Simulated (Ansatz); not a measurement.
Pressure series in Hf

Start from Hf in the hcp (Mg type) structure (space group P6_3/mmc, No. 194; a = 3.2042 Å, c = 5.0691 Å).

Cell and atoms are relaxed at each pressure.

Level of theory: Ansatz (a quantum-chemistry and plane-wave program), PBE, PAW, cutoff 420 eV, no SOC.

```json
[
 {"pressure (GPa)": "-2", "volume per atom (Å³/atom)": "22.978"},
 {"pressure (GPa)": "-1", "volume per atom (Å³/atom)": "22.754"},
 {"pressure (GPa)": "0", "volume per atom (Å³/atom)": "22.536"},
 {"pressure (GPa)": "3", "volume per atom (Å³/atom)": "?"},
 {"pressure (GPa)": "15", "volume per atom (Å³/atom)": "20.081"},
 {"pressure (GPa)": "30", "volume per atom (Å³/atom)": "18.445"},
 {"pressure (GPa)": "50", "volume per atom (Å³/atom)": "16.885"},
 {"pressure (GPa)": "75", "volume per atom (Å³/atom)": "15.453"},
 {"pressure (GPa)": "100", "volume per atom (Å³/atom)": "14.382"}
]
```

Task: Fit the third-order Birch–Murnaghan form P(V) = (3B₀/2)[(V₀/V)^(7/3) − (V₀/V)^(5/3)]·[1 + (3/4)(B₀′ − 4)((V₀/V)^(2/3) − 1)] (squares taken in P) to the rows shown and predict the withheld row.

Result: Least squares on the printed values gives V₀ = 22.538 Å³/atom, B₀ = 107 GPa, B₀′ = 3.4; this predicts 21.943 Å³/atom, and the run gives 21.940 Å³/atom, 0.003 lower.

Load acts through the strain it causes; cell and atoms are relaxed under it. Stability against distortions was not tested. No other phases were tried under pressure. The final runs are not spin-polarised.
